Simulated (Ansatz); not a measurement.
The reference is CdSe in the zinc blende structure (space group F-43m, No. 216; a = 6.007 Å).

Structures relaxed with plane-wave PAW DFT at the LDA level (Ansatz, a first-principles code, 420 eV), no spin-orbit coupling.

Base:

Simulated powder pattern, Cu Kα1, λ = 1.54056 Å (kinematic, ideal powder, no thermal factors, no anomalous dispersion; the 8 strongest lines at most, above 2 %, up to 2θ = 90°):

```tsv
2θ (°)	I/Imax (%)	hkl
25.66	100	(111)
29.72	3.2	(200)
42.53	73	(220)
50.33	46	(311)
61.71	12	(400)
67.96	18	(331)
77.83	24	(422)
83.56	14	(511)
```

After one change:

Simulated powder pattern, Cu Kα1, λ = 1.54056 Å (kinematic, ideal powder, no thermal factors, no anomalous dispersion; the 8 strongest lines at most, above 2 %, up to 2θ = 90°):

```tsv
2θ (°)	I/Imax (%)
26.33	100
30.50	3.2
43.67	73
51.72	45
63.48	12
69.95	18
80.22	23
86.21	14
```

Problem. Which of these changes matches the shifts?
A) isotropic strain +2.50 %
B) isotropic strain −2.00 %
C) isotropic strain −1.50 %
D) isotropic strain −2.50 %

Solution. D, isotropic strain −2.50 %. Its volume per atom is 25.12 Å³ against 27.10 Å³, and its space group is F-43m (No. 216).

Whether these cells are dynamically stable was not tested.
